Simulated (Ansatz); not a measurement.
# Sn in the diamond structure (space group Fd-3m, No. 227)

```
Sn
1.0
    0.00000     3.28336     3.28336
    3.28336     0.00000     3.28336
    3.28336     3.28336     0.00000
Sn
2
Direct
  0.25000   0.25000   0.25000
  0.00000   0.00000   0.00000
```

All numbers come from r2SCAN (Ansatz, an electronic-structure program, PAW, no spin-orbit coupling). Settings: 12×12×12 k-points, 0.05 eV Fermi–Dirac smearing.

| Quantity | Result |
|---|---|
| Volume per atom | 35.40 Å³ |
| Density | 5.57 g/cm³ |
| Band gap | zero |
| Total energy | -6038.640 eV/atom (σ→0; compares only within this code and set-up) |

Stability against distortions was not tested.
